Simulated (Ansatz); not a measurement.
Functionals compared on a constructed model of the (100) surface of fcc Cu, a pseudomorphic layer of Pd in the host's stacking (bottom of the slab: a bare face, its two planes held), in Ansatz (plane waves, PAW). The structure was relaxed with PBE; the other rows are single points on it. Cutoff 420 eV (500 eV for r2SCAN).

Set-up: 7 atoms, 11.2 Å thick at the start; mesh 15x15x1; 0.1 eV smearing; dipole correction on; 2 atoms held, the rest relaxed; start symmetry kept, larger cells not searched; no spin, no spin-orbit, no U. It is one candidate, not shown to be the stable structure of the face. These notes are the PBE run's.

| functional | work function of the top face (eV) | rough cost of the single point |
|---|---|---|
| PBE | 5.11 | – |
| RPBE | (withheld) | roughly 40 core-seconds |
| r2SCAN | 5.09 | very roughly 70 core-seconds |

Problem. Fill in the missing entries.

Solution. 
- RPBE, work function of the top face (eV): 4.92

Ansatz is a quantum-chemistry and plane-wave program.
